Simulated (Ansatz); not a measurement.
# Hypothetical P4_2/mnm BAs: pressure series

Base system: BAs (space group P4_2/mnm, No. 136; a = 5.837 Å, c = 3.362 Å; a hypothetical phase, not in the database extracts checked).

Cell and atoms are relaxed at each pressure.

Levels (all Ansatz, a quantum-chemistry and plane-wave program, PAW): PBEsol (420 eV, without spin-orbit coupling); HSE06 (420 eV, spin-orbit coupling left out).

Band gaps by level, all at the geometries relaxed with PBEsol:

```tsv
case	PBEsol	HSE06
base	0.61 eV	1.30 eV
pressure −2 GPa	0.66 eV	1.36 eV
pressure −1 GPa	0.63 eV	1.33 eV
pressure 0.7 GPa	0.59 eV	1.29 eV
pressure 1.5 GPa	0.57 eV	1.27 eV
pressure 3 GPa	0.54 eV	1.23 eV
pressure 7.5 GPa	0.44 eV	1.13 eV
pressure 10 GPa	0.39 eV	1.07 eV
```

Single points use the geometry relaxed with PBEsol. HSE06 was sampled on its mesh, a few special points and the semilocal edge points, so its gap is an upper bound. Load acts through the strain it causes; cell and atoms are relaxed under it. Stability against distortions was not tested. Competing high-pressure phases were not computed.
